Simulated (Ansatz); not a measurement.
Effective masses and thermopower of PbI2 under load (space group P-3m1)

```
PbI2
1.0
    4.53369     0.00000     0.00000
   -2.26685     3.92629     0.00000
    0.00000     0.00000     6.38538
Pb I
1 2
Direct
  0.00000   0.00000   0.00000
  0.66667   0.33333   0.71708
  0.33333   0.66667   0.28292
```

All values below come from PBEsol+D3BJ with spin-orbit coupling, rigid bands (plane waves, PAW; Ansatz, a program for electronic structure). Condition of this run: uniaxial stress zz = 1 GPa (compression positive) (the target of the relaxation). How the cell was made: cell and atoms relaxed with PBEsol+d3bj, then loaded as said.

```yaml
band_gap: 1.07 eV
electron conductivity mass (300 K, dilute): 0.176 (x), 0.176 (y), 1.21 (z) mₑ
hole conductivity mass (300 K, dilute): 0.31 (x), 0.31 (y), 0.61 (z) mₑ
effective density of states N_c (300 K): 4.3e18 cm⁻³
effective density of states N_v (300 K): 7.1e18 cm⁻³
density_of_states_mass_electrons: 0.31 mₑ
density_of_states_mass_holes: 0.43 mₑ
Seebeck coefficient, n-type 1e19 cm⁻³, 300 K: -159 μV/K
best n-type power factor at 300 K for τ = 10 fs (best axis; densities from 1e16 to 1e21 cm⁻³ tried, whether or not they can be reached): 4.3 μW/(cm·K²) at 3e20 cm⁻³
Seebeck coefficient, p-type 1e19 cm⁻³, 300 K: 267 μV/K
```

Rigid bands; masses and Seebeck coefficients take one relaxation time τ for all states and one kind of carrier; polarons and phonon drag are left out. Geometry: cell and atoms relaxed with PBEsol+D3(BJ).

PBEsol with a dispersion correction tends to overbind, so the cell can be several per cent short, in bad cases over ten, which usually narrows a gap: PbI2 under load (space group P-3m1).
